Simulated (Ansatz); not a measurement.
The starting structures come from a database of crystals and need not be the phases stable at ambient conditions.

Inside the gap of an insulator the Bloch states are evanescent, with a wavenumber k + iκ along the transport direction.

Here is the system:

```yaml
crystal:
  lattice:
    - [6.74692, 0.00000, 0.00000]
    - [0.00000, 9.54159, 0.00000]
    - [0.00000, 4.77079, 4.77079]
  atoms:
    - { symbol: Cd, position: [0.00000, 0.50000, 0.00000] }
    - { symbol: Cd, position: [0.50000, 0.00000, 0.50000] }
    - { symbol: Cd, position: [0.00000, 0.00000, 0.00000] }
    - { symbol: Cd, position: [0.50000, 0.50000, 0.50000] }
    - { symbol: Se, position: [0.60252, 0.89748, 0.00000] }
    - { symbol: Se, position: [0.39748, 0.10252, 0.00000] }
    - { symbol: Se, position: [0.10252, 0.60252, 0.50000] }
    - { symbol: Se, position: [0.89748, 0.39748, 0.50000] }
    - { symbol: Se, position: [0.39748, 0.39748, 0.20504] }
    - { symbol: Se, position: [0.60252, 0.60252, 0.79496] }
    - { symbol: Se, position: [0.89748, 0.10252, 0.29496] }
    - { symbol: Se, position: [0.10252, 0.89748, 0.70504] }
```

Space group of this cell: Pa-3. The cell is taken as given; by r2SCAN its mean pressure is -1.8 GPa.

Transport runs along the normal of the first two printed cell vectors, the (110) plane of the conventional cell.

The gap is the functional's own, uncorrected, and κ follows it; spin-orbit coupling is left out. Mid-gap values are interpolated between the computed energies.

Problem. Estimate the band gap and the smallest decay constant κ at mid-gap that r2SCAN in Ansatz (a program for electronic structure) returns for this system.

Solution. Gap 0.99 eV on a 6×6×6 mesh; κ = 0.168 1/Å, at (0.167, 0.250) of the in-plane reciprocal vectors. At the zone centre, at the nearest computed energy, the slowest state has κ = 0.18 1/Å.
